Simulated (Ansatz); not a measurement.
The reference is HgTe in the zinc blende structure (space group F-43m, No. 216; a = 6.510 Å).

The change: cell and atoms relaxed at a pressure of 0.3 GPa.

Levels (all Ansatz, an electronic-structure program, PAW): PBEsol (420 eV, without spin-orbit coupling); PBEsol+SOC (420 eV, noncollinear with spin-orbit coupling).

The geometry is relaxed with PBEsol.

| Item | Value |
|---|---|
| PBEsol pressure | 0.3 GPa |

With PBEsol+SOC at the same geometry, the pressure decreases by 0.4 GPa to -0.1 GPa.

Single points use the geometry relaxed with PBEsol. Differences between runs with and without spin-orbit coupling are approximate. Load acts through the strain it causes; cell and atoms are relaxed under it. Whether these cells are dynamically stable was not tested. The runs without spin-orbit coupling are not spin-polarised.
